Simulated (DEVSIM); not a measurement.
System: Co/La2O3/n-Ge capacitor, at 300 K.

```
layer (left to right)  material  thickness (nm)  Nd (cm⁻³)
---------------------  --------  --------------  ---------
1                         La2O3            7.00          -
2                            Ge            1500     1.6e17
```

Metal gate on the left, work function 5 eV. Fixed charge at the semiconductor interface 0 cm⁻² (in units of +e); no interface traps.

Constants are typed, rounded textbook-type inputs, not results; the design itself was drawn at random and stands for no fabricated device. Values at 300 K.

```tsv
parameter	La2O3	Ge
gap (eV)	5.8	0.664
affinity (eV)	1.8	4
permittivity	27	16
Nc (cm⁻³)	-	1.04e19
Nv (cm⁻³)	-	6e18
```

Model (solved in DEVSIM): 1D Poisson equation in equilibrium, Boltzmann statistics, complete ionisation; no quantum confinement or tunnelling. Metal contacts follow the ideal Schottky-Mott rule: no Fermi-level pinning, no interface dipoles.

The gate work function was swept, all else fixed.

```tsv
gate work function (eV)	flat-band voltage (V)	threshold voltage (band bending 2φF) (V)
4.7	0.59	0.08
4.85	0.74	0.23
5	0.89	0.38
5.15	1.04	0.53
5.3	1.19	0.68
```

From the first row to the last the flat-band voltage goes from 0.59 to 1.19. From the first row to the last the threshold voltage (band bending 2φF) goes from 0.08 to 0.68.
